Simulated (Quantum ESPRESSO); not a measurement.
A self-consistent single point of YZn (Fm-3m, 2 atoms in the cell) with Quantum ESPRESSO.

Computed with PBEsol, GBRV 1.5 ultrasoft (PBESOL) pseudopotentials (plane waves; Quantum ESPRESSO).

The change in words: lattice scaled by 0.98. Reference geometry:
```yaml
crystal:
  lattice:
    - [-2.96299, 0.00000, 2.96299]
    - [0.00000, 2.96299, 2.96299]
    - [-2.96299, 2.96299, 0.00000]
  atoms:
    - { symbol: Y, position: [0.00000, 0.00000, 0.00000] }
    - { symbol: Zn, position: [0.50000, 0.50000, 0.50000] }
```

Reference input (self-consistent single point, DFT, PBEsol, plane waves, GBRV 1.5 ultrasoft (PBESOL) pseudopotentials): ecutwfc = 50 Ry; ecutrho = 400 Ry; occupations = smearing; smearing = fd; degauss = 0.0073499 Ry; potentials = {Y: y_pbesol_v1.4.uspp.F.UPF, Zn: zn_pbesol_v1.uspp.F.UPF}; K_POINTS = automatic 13 13 13 0 0 0; conv_thr = 1e-10 Ry. This run's input differs from it in these lines:

```diff
@@ -10,3 +10,3 @@
  ibrav = 2,
- celldm(1) = 11.19846032,
+ celldm(1) = 10.97448998,
  nat = 2,
@@ -27,3 +27,3 @@
 Y     0.00000000    0.00000000    0.00000000
-Zn   -2.96298500    2.96298500    2.96298500
+Zn   -2.90372500    2.90372500    2.90372500
 K_POINTS automatic
```

The program printed (abridged):

```
     Self-consistent Calculation

     iteration #  1     ecut=    50.00 Ry     beta= 0.70

     Threshold (ethr) on eigenvalues was too large:
     Diagonalizing with lowered threshold

     total energy              =    -553.86783757 Ry
     estimated scf accuracy    <       0.07364591 Ry

     iteration #  2     ecut=    50.00 Ry     beta= 0.70

     total energy              =    -553.88033543 Ry
     estimated scf accuracy    <       0.15950874 Ry

     iteration #  3     ecut=    50.00 Ry     beta= 0.70

     total energy              =    -553.90829683 Ry
     estimated scf accuracy    <       0.00065276 Ry

   [... 4 blocks of this kind left out ...]

     iteration #  8     ecut=    50.00 Ry     beta= 0.70

     total energy              =    -553.90878963 Ry
     estimated scf accuracy    <          8.5E-09 Ry

     iteration #  9     ecut=    50.00 Ry     beta= 0.70
     End of self-consistent calculation

     the Fermi energy is    10.0813 ev

!    total energy              =    -553.90878963 Ry
     estimated scf accuracy    <          7.4E-11 Ry
     smearing contrib. (-TS)   =      -0.00524626 Ry
     internal energy E=F+TS    =    -553.90354337 Ry

     convergence has been achieved in   9 iterations

     Forces acting on atoms (cartesian axes, Ry/au):

     atom    1 type  1   force =     0.00000000    0.00000000    0.00000000
     atom    2 type  2   force =     0.00000000    0.00000000    0.00000000

     Total force =     0.000000     Total SCF correction =     0.000000

          total   stress  (Ry/bohr**3)                   (kbar)     P=        4.69
   0.00003190   0.00000000   0.00000000            4.69        0.00        0.00
   0.00000000   0.00003190  -0.00000000            0.00        4.69       -0.00
   0.00000000  -0.00000000   0.00003190            0.00       -0.00        4.69

   JOB DONE.
```

The run converged in 9 iterations. Against the reference run the free energy goes down by 9.4 meV/atom and the pressure goes from -2.76 to 0.47 GPa.

The starting cell comes from a database of computed structures (which also holds hypothetical and non-ambient phases and stackings), without a prior relaxation at this level. For this run, on top of that: lattice scaled by 0.98.

Cost on one core of a shared machine: roughly 50 s.
